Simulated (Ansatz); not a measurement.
Input and output of a relaxation of the atoms for LuBRh3 (P4mm, 5 atoms in the cell) (Ansatz, a quantum-chemistry and plane-wave program).

Computed with LDA (PW92), default PAW files made with PBE (plane waves; Ansatz).

The change in words: one atom moved by 0.15 angstrom; relax: default → atoms; relax.f_tol: default → 0.05 eV/Å. Reference geometry:
```yaml
crystal:
  lattice:
    - [4.15822, 0.00000, 0.00000]
    - [0.00000, 4.15822, 0.00000]
    - [0.00000, 0.00000, 4.15822]
  atoms:
    - { symbol: Lu, position: [0.00000, 0.00000, 0.00000] }
    - { symbol: B, position: [0.50000, 0.50000, 0.50000] }
    - { symbol: Rh, position: [0.00000, 0.50000, 0.50000] }
    - { symbol: Rh, position: [0.50000, 0.00000, 0.50000] }
    - { symbol: Rh, position: [0.50000, 0.50000, 0.00000] }
```

Reference input (self-consistent single point, DFT, LDA (PW92), plane waves, default PAW files made with PBE): basis.ecutwfc = 420 eV; kpoints.mp_grid.grid = 8 8 8; hamiltonian.xc = lda; hamiltonian.pseudopotentials = {kind: paw} (the program's default PAW files); scf.occupations.method = gaussian; scf.occupations.width = 0.1 eV. This run's input differs from it in these lines:

```diff
@@ -7,3 +7,3 @@
   atoms:
-    - { symbol: Lu, position: [0.000000, 0.000000, 0.000000] }
+    - { symbol: Lu, position: [0.000000, 0.000000, 0.036073] }
     - { symbol: B, position: [0.500000, 0.500000, 0.500000] }
@@ -25,2 +25,4 @@
     width: 0.1
+relax:
+  f_tol: 0.05
 output:
```

The program printed (abridged):

```
   [... SCF lines of the steps left out ...]
relax step   1: F+E_penalty+E_count = -33482.54320163 eV  Δ(F+E_penalty+E_count) = +0.000e0 eV  max|allowed force component| = 8.972e-1 eV/Å  Δτ_max = 0.0000 Å  (7 SCF iters, dr2 threshold 6.25e-5 eV, accepted)
relax step   2: F+E_penalty+E_count = -33482.58426798 eV  Δ(F+E_penalty+E_count) = -4.107e-2 eV  max|allowed force component| = 5.510e-1 eV/Å  Δτ_max = 0.1944 Å  (8 SCF iters, dr2 threshold 5.03e-5 eV, accepted)
relax step   3: F+E_penalty+E_count = -33482.60983336 eV  Δ(F+E_penalty+E_count) = -2.557e-2 eV  max|allowed force component| = 5.585e-3 eV/Å  Δτ_max = 0.0735 Å  (7 SCF iters, dr2 threshold 1.90e-5 eV, accepted)
relax step   4: F+E_penalty+E_count = -33482.60983369 eV  Δ(F+E_penalty+E_count) = -3.268e-7 eV  max|allowed force component| = 6.388e-3 eV/Å  Δτ_max = 0.0000 Å  (6 SCF iters, accepted)
the relaxation is at rest under the 8 symmetry operations that the run kept from its start: a minimum is not shown …
Free energy (F): -33482.609834 eV
Internal energy: -33482.590171 eV  (E = F + TS)
E sigma→0 (E₀):  -33482.600002 eV
Entropy (-TS):   -0.019663 eV (-3.933 meV/atom)
Fermi energy:    18.633655 eV
--- Forces (eV/Å), atoms counted from 1 ---
  atom   1  Lu     0.00000000     0.00000000     0.00638418
  atom   2  B      0.00000000     0.00000000     0.00047577
  atom   3  Rh    -0.00000000     0.00000000    -0.00226163
  atom   4  Rh     0.00000000     0.00000000    -0.00226163
  atom   5  Rh     0.00000000     0.00000000    -0.00235387
--- Stress (GPa, compression-positive) ---
   [... lines left out ...]
  F+E_penalty+E_count = -33482.60983369 eV   max|allowed force component| = 6.388e-3 eV/Å
  atoms:
    - { symbol: Lu, position: [-8.80008430134194e-35, 0.0, 0.006994603131080532] }
    - { symbol: B, position: [0.5, 0.5, 0.5072826942832899] }
    - { symbol: Rh, position: [2.778973989897455e-35, 0.5, 0.5072500913747104] }
    - { symbol: Rh, position: [0.5, 0.0, 0.5072500913747104] }
    - { symbol: Rh, position: [0.5, 0.5, 0.007295519836208731] }
```

The run converged.  The full log also holds: “iter 4 did not close the SCF: its close was put off for the readings that it lacked (scf_convergence_deferred on its scf_iter line)”. The full log also holds: “iter 5 did not close the SCF: its close was put off for the readings that it lacked (scf_convergence_deferred on its scf_iter line)”.

Summary of the result:
- Free energy E − TS (on the zero of these files): -33482.6098 eV
- Fermi level (on the code's own zero): 18.63 eV
- Pressure: -10.37 GPa
- Largest force (vector length): 0.006 eV/Å
- Relaxation steps: 4

The starting cell comes from a database of computed structures (which also holds hypothetical and non-ambient phases and stackings), without a prior relaxation at this level. Its lattice was rescaled by up to half a per cent. For this run, on top of that: one atom moved by 0.15 angstrom. Spin polarisation is off. The relaxation keeps the symmetry of its start, so its end need not be a minimum. Ansatz's pressure includes its estimate of the finite-basis (Pulay) stress.

Cost on one core of a shared machine: roughly 3 min.

Keys are those of Ansatz 0.2.
